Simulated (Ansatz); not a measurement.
This concerns the surface energy of the Si(111) slab with 2 Br, the mean of its two faces, with the listed reservoirs for the atoms in excess. Reaction: 2 Br (Cmce) + 8 Si (diamond) → cell A.

Cell A: a slab of Si (diamond, Fd-3m) cut along (111), 10 atoms, hexagonal cell of 3.83 Å (12.7 Å²), symmetry P-3m1, 14.6 Å thick under 16 Å of vacuum, in-plane vectors held at the crystal's; planes from bottom to top: Br | Si × 8 | Br; added, foreign or displaced atoms, above the top plane and below the bottom plane: two times Br bound to 1 Si at 2.24 Å; spin state with PBE: run without spin, k-point mesh 9×9×1.
```
BrSi4
1.0
    3.83354     0.00000     0.00000
    1.91677     3.31994     0.00000
    0.00000     0.00000    30.62570
Si Br
8 2
Direct
  0.33333   0.33333   0.33426
  0.66667   0.66667   0.35938
  0.66667   0.66667   0.43612
  0.00000   0.00000   0.46169
  0.00000   0.00000   0.53831
  0.33333   0.33333   0.56388
  0.33333   0.33333   0.64062
  0.66667   0.66667   0.66574
  0.33333   0.33333   0.26125
  0.66667   0.66667   0.73875
```

Reference: Br (Cmce), 4 atoms in the cell, k-point mesh 10×10×4 on the run's own vectors. Conventional cell: a = 6.9814 Å, b = 4.1470 Å, c = 8.5786 Å, α = β = γ = 90.00°.

Reference: Si (diamond, Fd-3m), 2 atoms in the cell, a perfect crystal on lattice vectors that match the other cells', k-point mesh 9×9×9 on the run's own vectors.

All numbers come from Ansatz (a program for electronic structure), plane waves with PAW, its default PAW set, cutoff 420 eV, 500 eV for r2SCAN. The structures are at rest with PBE+D3(BJ), within the held lattices; other levels are single points on them. HSE06 runs on coarser k-point meshes, mended by the PBE difference between the two meshes. Neutral cells; Fermi-Dirac smearing of at most 0.05 eV in the solids, energies taken to zero width. The lattices are those relaxed with PBE+D3(BJ), so at other levels the solids can be strained, which adds to the spread. A dispersion term (D3(BJ), or D4 for r2SCAN) was computed beside these levels and is taken off wherever the name lacks it. Nuclei at rest; no vibrational terms. Cells are local rest points, mostly with their start's symmetry. No correction for cell size. Cell A has symmetry P-3m1 and got no random move, so less symmetric positions, which may lie lower, weren't tried.

### Question
Predict the value from PBE.

### Answer
-1.11 J/m², for 2 Br (Cmce) + 8 Si (diamond) → cell A.

### Question
How does the value move with the functional?

### Answer
| Functional | value (J/m²) | less PBE |
|---|---|---|
| PBE+D3(BJ) | -0.95 | 0.16 |
| r2SCAN | -1.22 | -0.11 |
| HSE06 | -1.27 | -0.16 |

The levels span 0.32 J/m², from HSE06 (-1.27) to PBE+D3(BJ) (-0.95).
